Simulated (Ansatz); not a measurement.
Consider SrTiO3 in the cubic perovskite structure (space group Pm-3m, No. 221).

```
CELL_PARAMETERS angstrom
      3.93642     0.00000     0.00000
      0.00000     3.93642     0.00000
      0.00000     0.00000     3.93642
ATOMIC_POSITIONS crystal
  Sr 0.00000 0.00000 0.00000
  Ti 0.50000 0.50000 0.50000
  O  0.50000 0.00000 0.50000
  O  0.00000 0.50000 0.50000
  O  0.50000 0.50000 0.00000
```

Calculations: PBE in Ansatz (plane waves to 420 eV, PAW, spin-orbit coupling left out).

Base values:

The pressure is 0.01 GPa.

Perturbation: an isotropic linear strain of +0.60 %; the atoms relax in the strained cell.

Question: Estimate the effect on the mean gap deformation potential ΔEg/Δln V and pressure.

Answer: The mean gap deformation potential ΔEg/Δln V is -2.0 eV; the pressure decreases by 2.94 GPa, from 0.01 GPa to -2.93 GPa.

Whether these cells are dynamically stable was not tested. The final runs are not spin-polarised. Many cubic perovskites are stable only at high temperature; tilts and polar distortions were not tested.

Ansatz is an electronic-structure program.
